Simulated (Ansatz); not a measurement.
**How far to go with the plane-wave cutoff: Sr₂CuBr₂O₂ (I4mm, 7 atoms in the cell)**

```
Sr2Cu(BrO)2
1.0
   -2.00299     2.00299     9.49448
    2.00299    -2.00299     9.49448
    2.00299     2.00299    -9.49448
Sr Cu Br O
2 1 2 2
Direct
  0.59254   0.59254   0.00000
  0.41009   0.41009   0.00000
  0.00000   0.00000   0.00000
  0.83211   0.83211   0.00000
  0.16789   0.16789   0.00000
  0.00000   0.50000   0.50000
  0.50000   0.00000   0.50000
```

Method: PBEsol, default PAW files made with PBE (plane waves; Ansatz, a quantum-chemistry and plane-wave program).

Base settings: basis.ecutwfc = 420 eV; kpoints.mp_grid.grid = 4 4 4; hamiltonian.xc = pbesol; hamiltonian.pseudopotentials = {kind: paw} (the program's default PAW files); scf.occupations.method = gaussian; scf.occupations.width = 0.1 eV.

The second cell is the first with its lattice scaled by 0.98.

The mesh stays at the base's, so the ladder's end is converged at best in this setting alone.

The first pressure column holds Ansatz's estimate of the finite-basis (Pulay) stress, which hides part of the cutoff error; the other is without it.

Only quantities that move along the ladder and can be compared are tabulated.

The count of work is k-points × plane waves × bands × iterations; it is no time. 

The starting cell comes from a database of computed structures (which also holds hypothetical and non-ambient phases and stackings), without a prior relaxation at this level. Its lattice was rescaled by up to half a per cent. One atom was moved a little off its site on purpose. Spin polarisation is off; with an odd number of electrons in the cell that forces a metal, and a magnetic state may lie lower. In the base run, with a pressure of about -4 GPa the cell is away from its equilibrium volume at this level. Without a gap this mesh is coarse (it stands for a supercell whose shortest vector is 16 Å).

| basis.ecutwfc | free energy less the last step's (meV/atom) | energy of the compressed cell less the first (meV/atom) | pressure (GPa) | pressure without the Pulay estimate (GPa) | largest difference of a force vector from the last step's (eV/Å) | count of work / last |
|---|---|---|---|---|---|---|
| 145 eV | 22971.64 | -218.65 | -6.54 | -499.80 | 0.990 | 0.091 |
| 170 eV | 10663.00 | 10.94 | 4.23 | -267.52 | 0.114 | 0.100 |
| 190 eV | 5783.00 | 28.26 | 0.78 | -164.41 | 0.498 | 0.11 |
| 210 eV | 3163.80 | -22.67 | -3.07 | -102.54 | 0.401 | 0.12 |
| 230 eV | 1719.06 | -40.56 | -4.95 | -64.16 | 0.187 | 0.15 |
| 250 eV | 917.72 | -20.19 | -4.51 | -40.08 | 0.048 | 0.18 |
| 295 eV | 214.01 | -19.58 | -4.24 | -14.57 | 0.063 | 0.19 |
| 335 eV | 54.99 | -19.18 | -4.00 | -7.13 | 0.013 | 0.21 |
| 380 eV | 11.50 | -18.36 | -3.96 | -4.70 | 0.002 | 0.25 |
| 420 eV | 3.08 | -18.42 | -3.96 | -4.16 | 0.001 | 0.27 |
| 460 eV | 1.07 | -18.44 | -3.96 | -4.01 | 0.000 | 0.30 |
| 505 eV | 0.58 | -18.44 | -3.96 | -3.98 | 0.000 | 0.36 |
| 565 eV | 0.41 | -18.44 | -3.96 | -3.97 | 0.000 | 0.41 |
| 630 eV | 0.28 | -18.44 | -3.96 | -3.97 | 0.000 | 0.49 |
| 735 eV | 0.22 | -18.44 | -3.96 | -3.97 | 0.000 | 0.62 |
| 840 eV | 0.13 | -18.44 | -3.96 | -3.97 | 0.000 | 0.76 |
| 1010 eV | 0.00 | -18.44 | -3.97 | -3.97 | 0.000 | 1.0 |

Coarsest basis.ecutwfc that holds the forces within 0.02 eV/Å of the last step, with all finer ones: 335 eV, at 0.21 of the last step's count of work; the step before is off by 0.063 eV/Å.

Coarsest basis.ecutwfc that holds the pressure without the Pulay estimate within 0.5 GPa of the last step, with all finer ones: 420 eV, at 0.27 of the last step's count of work; the step before is off by 0.73 GPa.

Coarsest basis.ecutwfc that holds the free energy within 5 meV/atom of the last step, with all finer ones: 420 eV, at 0.27 of the last step's count of work; the step before is off by 11 meV/atom.

The energy difference between the two cells stays within 1 meV/atom of the last step's from 335 eV on, the total only from 505 eV on: much of the error is common to both cells and cancels.

At the lowest cutoff the pressure without the Pulay estimate lies 496 GPa under the last step's, the usual sign of Pulay stress in an incomplete plane-wave basis.

Keys are those of Ansatz 0.2.
